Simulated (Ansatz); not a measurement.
Take KTaO3 in the cubic perovskite structure (space group Pm-3m, No. 221) as the base.

```
CELL_PARAMETERS angstrom
      3.95200     0.00000     0.00000
      0.00000     3.95200     0.00000
      0.00000     0.00000     3.95200
ATOMIC_POSITIONS crystal
  K  0.00000 0.00000 0.00000
  Ta 0.50000 0.50000 0.50000
  O  0.50000 0.00000 0.50000
  O  0.00000 0.50000 0.50000
  O  0.50000 0.50000 0.00000
```

Cartesian axes are those of the cell as printed.

Computed with Kohn–Sham DFT with the LDA functional, run in Ansatz (a quantum-chemistry and plane-wave program) with PAW and 420 eV plane waves, spin-orbit coupling left out.

One thing is altered: tensor shear ε_xy = +0.67 % (engineering shear γ = 0.0134), atoms relaxed at fixed cell.

### Question
Predict the stress tensor and what it implies for the stiffness.

### Answer
Stress of the strained cell less that of the base (GPa, compression positive):
```
   0.01   -1.36    0.00
  -1.36    0.01    0.00
   0.00    0.00    0.00
```

Then −Δσ/γ with γ = 2ε = 0.0134 gives relaxed-ion elastic constants: C66 ≈ 101 GPa.

No phonon test of stability was made.
